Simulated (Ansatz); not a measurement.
AlAs (I-4m2), PBE with spin-orbit coupling, rigid bands in Ansatz (a quantum-chemistry and plane-wave program): Condition of this run: uniaxial stress along [001] of 3.6 GPa (compression positive) (the target of the relaxation). band gap 0.90 eV, N_c = 7.72e18 cm⁻³ and N_v = 4.93e18 cm⁻³ at 300 K, conductivity masses along y (a = (0.00, 2.90, 2.67) Å; b = (2.90, 0.00, 2.67) Å; c = (2.90, 2.90, 0.00) Å) of 0.292 mₑ (electrons) and 0.507 mₑ (holes). Take k_BT = 0.02585 eV.

Question: A film of it is 3 nm thick, with its normal along the direction named. Estimate the confinement energies in an infinite well.

Answer: ħ²π²/(2m t²) = 0.376 eV·nm²/(m/mₑ × t²) gives 143 meV for electrons and 82.4 meV for holes, so the gap would widen to about 1.13 eV. Finite barriers and nonparabolic bands lower this, and with several valleys or bands the heaviest mass along the normal sets the lowest level, not this average.

Question: What thermal injection velocity √(2k_BT/πm) limits a ballistic channel along the direction named?

Answer: 9.96e6 cm/s for electrons and 7.56e6 cm/s for holes, a ratio of √(m_h/m_e) = 1.32, for dilute carriers.

Question: Find the intrinsic carrier density and the intrinsic Fermi level.

Answer: n_i = √(N_c N_v) exp(−E_g/2k_BT) = 6.17e18 × exp(−17.41) = 1.7e11 cm⁻³. The level lies (k_BT/2) ln(N_v/N_c) = -6 meV from mid-gap (positive towards the conduction band). Each 0.1 eV added to the gap lowers n_i by a factor of 6.9.

Rigid, parabolic bands with the computed gap; masses take one relaxation time for all states. Geometry: cell and atoms relaxed with PBEsol.
